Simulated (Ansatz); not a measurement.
Consider MgSe in the rock salt structure (space group Fm-3m, No. 225; a = 5.508 Å).

Calculations: Ansatz (a first-principles code) PBE, spin-orbit coupling left out.

Base values:

- Valley order: X along ⟨100⟩ 1.77 eV; Γ 2.40 eV
- Electron mass: 0.48 mₑ along k, 0.24 mₑ across (at X)
- Smallest direct gap: 2.40 eV

The change: an isotropic linear strain of −2.50 %; the atoms relax in the strained cell.

What does the calculation give for the valley order, electron mass, energy relative to the base and smallest direct gap after the change?

The valley order (the lowest conduction-band minima on the path, energy above the VBM, named in the base's zone) goes from X along ⟨100⟩ 1.77 eV; Γ 2.40 eV to X along ⟨100⟩ 1.90 eV; Γ 2.92 eV; the electron mass becomes 0.49 mₑ along k, 0.24 mₑ across (at X) (base: 0.48 mₑ along k, 0.24 mₑ across (at X)); the energy goes up by 24 meV/atom; the smallest direct gap rises by 0.52 eV to 2.92 eV.

Masses are band curvatures over ±0.01 Å⁻¹ around the edge. Along k means along the line from Γ to the band edge. Stability against distortions was not tested.
